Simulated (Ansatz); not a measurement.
An Ansatz (a first-principles code) input (plane-wave PAW DFT at the r2SCAN+rVV10 level (Ansatz, 500 eV), no spin-orbit coupling):

Ansatz 0.2 input:
```yaml
crystal:
  lattice:
    - [2.1474371513, 1.344598838, 3.7167452556]
    - [-2.1247366285, 1.324265454, 3.7104721903]
    - [-0.0062589658, -2.4965114193, 3.656659733]
  atoms:
    - { symbol: Sb, position: [0.2333939353, 0.2333939353, 0.2333939353] }
    - { symbol: Sb, position: [0.7666060647, 0.7666060647, 0.7666060647] }
basis: { ecutwfc: 500, ecutrho_ratio: 4, xc_grid: 4, fft_grid_basis: typed }
kpoints: { mp_grid: { grid: [16, 16, 16] } }
hamiltonian:
  xc: r2scan
  dispersion: rvv10
  pseudopotentials: { kind: paw }
scf: { occupations: { method: fermi_dirac, width: 0.1 }, convergence: { dr2_threshold: 0.0000000002 } }
relax: { f_tol: 0.005, max_steps: 50 }
output: { forces: true, stress: true }
checkpoint: { write: state.ck, write_every: 1000 }
```

### Question
Which symmetry and how many k-points will the program report, and about how many plane waves at Γ?

### Answer
Space group P-1 (ITA 2) with 2 operations, k-points 2052 of 4096, and 1521 plane waves at Γ.

### Question
And the final pressure?

### Answer
0.49 GPa (compression positive).

The cells carry an imposed strain or load. No phonon test of stability was made. The cell was made from Sb in the A7 type structure (space group R-3m, No. 166; layered) by this change: strain tensor (xx, yy, zz, yz, xz, xy) = (−1.25, +2.25, −2.25, +1.52, +0.15, +0.47) %.
